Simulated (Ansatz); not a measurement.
CsCl-type FeAl, treated with r²SCANh (Ansatz, a first-principles code, plane waves, PAW).

Run with plane-wave cutoff 520 eV, 10×10×10 k mesh, Fermi–Dirac smearing 0.05 eV, no spin polarisation, scalar-relativistic PAW data made under PBE.

Pressure at four volumes; x = ln(V/11.320 Å³). One pressure is withheld.

```csv
V (Å³/atom),x,P (GPa)
10.754,-0.0513,11.80
11.320,0.0000,0.14
11.516,0.0172,-3.23
11.886,0.0488,?
```

Pass a parabola P(x) through the three rows shown, estimate the bulk modulus and its pressure derivative near zero pressure, and predict the withheld pressure.

Slopes between the rows: (0.14 − (11.80))/(0.0000 − (-0.0513)) = -227.29 and (-3.23 − (0.14))/(0.0172 − (0.0000)) = -195.93 GPa. Their difference over the span 0.0685 is c = 31.36/0.0685 = 457.8 GPa, so P(x) = 11.80 + (-227.29)(x − (-0.0513)) + 457.8 (x − (-0.0513))(x − (0.0000)). At the middle row B = −dP/dx = −[-227.29 + 457.8 × 0.0513] = 203.8 GPa, and B′ = dB/dP = 2c/B = 4.5. At x = 0.0488 the parabola gives -8.72 GPa; the run gives -8.75 GPa. The Birch–Murnaghan fit to the energies at all volumes has B0 = 203 GPa and B′ = 4.3.

Measured, for comparison: bulk modulus 152 GPa (room temperature, not corrected to a static lattice; as tabulated in Yamada et al. (2019), arXiv:1910.09660). Computed (rounded) less measured: bulk modulus +34 %.

Note: the run has no spin polarisation, so it can have missed a magnetic state.
